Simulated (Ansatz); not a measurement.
Take InSe (space group R3m, No. 160; a = 4.020 Å, c = 25.247 Å (hexagonal axes); layered, stacked along the Cartesian z axis) as the base.

Calculations: r2SCAN+rVV10, PAW, 500 eV (Ansatz, an electronic-structure program; scalar-relativistic without spin-orbit coupling), earlier PAW set.

Before the change:

| Item | Value |
|---|---|
| Gap character | direct at T |
| Electron mass | 0.082 mₑ along k, 0.14 mₑ across (at T) |
| Volume per atom | 29.44 Å³ |
| Smallest direct gap | 0.80 eV |

One thing is altered: every In is replaced by Cd, then cell and atoms are relaxed.

Tabulated Pauling electronegativity and covalent radius: In 1.78, 1.42 Å; Cd 1.69, 1.44 Å.

Task: Estimate the effect on the gap character.

Result: The gap character goes from direct at T to indirect, T → Γ.

Task: What does the calculation give for the electron mass after the change?

Result: The electron mass changes from 0.082 mₑ along k, 0.14 mₑ across (at T) to 0.061 mₑ along c, 0.081 mₑ across (at Γ).

Task: What does the calculation give for the volume per atom after the change?

Result: The volume per atom falls by 2.54 Å³ (29.44 Å³ → 26.90 Å³).

Task: What happens to the smallest direct gap?

Result: The smallest direct gap drops by 0.13 eV, from 0.80 eV to 0.67 eV.

Effective masses come from finite differences of ±0.01 Å⁻¹. Along k means along the line from Γ to the band edge. Whether these cells are dynamically stable was not tested. As relaxed here, CdSe is a hypothetical phase, not in the database extracts checked.
